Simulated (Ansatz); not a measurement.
Structures of equal composition on the (111) surface of fcc Cu: p(2x2), one Cu adatom; one added row of Cu in 4. The slabs share one bottom face, and each structure is named by its start. These are constructed structures in small cells; real faces may alloy, dewet or reconstruct in larger ones, and not all known structures of the face are among them. Slabs of about 11 Å, Fermi-Dirac smearing of 0.1 eV. Bottom of the slabs: a bare face, its two planes held. Relaxed from the named starts with such symmetry as they have, on meshes of like density; energies extrapolated to zero smearing; spin only where a row says so; no spin-orbit coupling, no U. Brackets mark spin-polarised runs, whose order is one that fits the cell. The cells differ, so small differences also carry the error of unlike k-meshes.

All values below come from PBE (plane waves to 420 eV, PAW; Ansatz, a quantum-chemistry and plane-wave program).

Put the candidates in order of energy per 1x1 cell, lowest first, for PBE.

one added row of Cu in 4 (0.00 eV), p(2x2), one Cu adatom (0.08 eV)
